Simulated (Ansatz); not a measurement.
Zr under a change: biaxial strain −1.50 %, plane normal [001], relaxed out of plane

Consider Zr in the hcp (Mg type) structure (space group P6_3/mmc, No. 194; a = 3.1438 Å, c = 5.0928 Å; relaxed with 0.1 eV smearing). Axes: x lies along a and z along c of the hexagonal cell.

Modification: compressive biaxial strain of 1.50 % in the plane normal to [001], as in epitaxy on a mismatched substrate; the out-of-plane cell vector and the atoms relax.

Calculations: LDA (Ansatz, a quantum-chemistry and plane-wave program), no spin-orbit coupling. Γ-centred 21×21×12 mesh, Fermi–Dirac width 0.1 eV.

```csv
quantity,base,changed,shift
volume per atom,21.80 Å³,21.46 Å³,-0.334 Å³
space group,P6_3/mmc (No. 194),P6_3/mmc (No. 194),–
shortest interatomic distance,3.127 Å,3.097 Å,-0.030 Å
"pressure (mean of the normal stresses, compression positive)",0.0 GPa,1.4 GPa,+1.4 GPa
band gap,zero,zero,–
out-of-plane strain,–,+1.49 %,–
mean in-plane stress (compression positive),–,+2.0 GPa,–
```

Cost of the whole job for the changed cell (relaxation, final SCF and bands): very roughly 70 core-seconds.

Stability against distortions was not tested. The final runs are not spin-polarised.
